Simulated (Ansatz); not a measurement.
BeS: element substitutions

Take BeS in the zinc blende structure (space group F-43m, No. 216; a = 4.869 Å) as the base.

Each row replaces one element on all its sites; cell and atoms are relaxed.

The values are results of plane-wave PAW DFT at the r2SCAN level (Ansatz, a first-principles code, 500 eV), without spin-orbit coupling, not measurements.

| variant | shortest interatomic distance | band gap | density |
|---|---|---|---|
| base | 3.984 bohr | 3.59 eV | 2.36 g/cm³ |
| Be → Cu | 4.227 bohr | zero | 4.61 g/cm³ |
| Be → Zn | 4.410 bohr | 2.70 eV | 4.14 g/cm³ |
| S → Pd | 4.057 bohr | zero | 6.29 g/cm³ |

Whether these cells are dynamically stable was not tested. As relaxed here, BePd is a hypothetical phase, not in the database extracts checked. For CuS in this form, whether it has been made was not checked. All final runs are without spin polarisation. An odd electron count without spin: CuS.
